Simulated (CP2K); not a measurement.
Band structure of LiHfSe2 (P-3m1, 4 atoms in the cell).

```
LiHfSe2
1.0
    3.70598     0.00000     0.00000
   -1.85299     3.20947     0.00000
    0.00000     0.00000     6.59956
Li Hf Se
1 1 2
Direct
  0.00000   0.00000   0.50000
  0.00000   0.00000   0.00000
  0.33333   0.66667   0.24830
  0.66667   0.33333   0.75170
```

Method: PBEsol, GPW, TZVP-MOLOPT-SR-GTH basis, GTH-PBE potentials (GTH_POTENTIALS) (CP2K 2026.2).

Settings: CUTOFF = 500 Ry; REL_CUTOFF = 40 Ry; SMEAR/METHOD = GAUSSIAN; SIGMA = 0.136 eV; KPOINTS/SCHEME = MONKHORST-PACK 10 10 5; GAMMA_CENTERED = T; XC_FUNCTIONAL = PBE:PBESOL; Li/BASIS_SET = TZVP-MOLOPT-SR-GTH-q3; Li/POTENTIAL = GTH-PBE-q3; Hf/BASIS_SET = TZVP-MOLOPT-SR-GTH-q12; Hf/POTENTIAL = GTH-PBE-q12; Se/BASIS_SET = TZVP-MOLOPT-SR-GTH-q6; Se/POTENTIAL = GTH-PBE-q6; METHOD = GPW.

The starting cell comes from a database of computed structures (which also holds hypothetical and non-ambient phases and stackings), without a prior relaxation at this level. Spin-orbit coupling is off. Values carry the incompleteness of an atom-centred basis. The potentials were made for another functional than the one used.

Levels in eV from the Fermi level, bands 10 to 15:
```csv
point,10,11,12,13,14,15
Γ,-3.50,-2.29,-1.46,-1.46,0.09,0.63
M,-4.39,-4.32,-3.60,-2.90,-0.79,2.68
K,-5.23,-4.15,-4.15,-4.06,1.33,1.92
A,-3.47,-3.47,-1.55,-1.55,0.55,0.55
L,-4.54,-3.86,-3.02,-2.48,-1.17,2.54
H,-5.41,-4.36,-3.79,-3.79,1.00,1.00
```

Bands cross the Fermi level along this path, so the cell is metallic at this level.

Higher empty bands are left out: an atom-centred basis made for the valence describes them poorly.
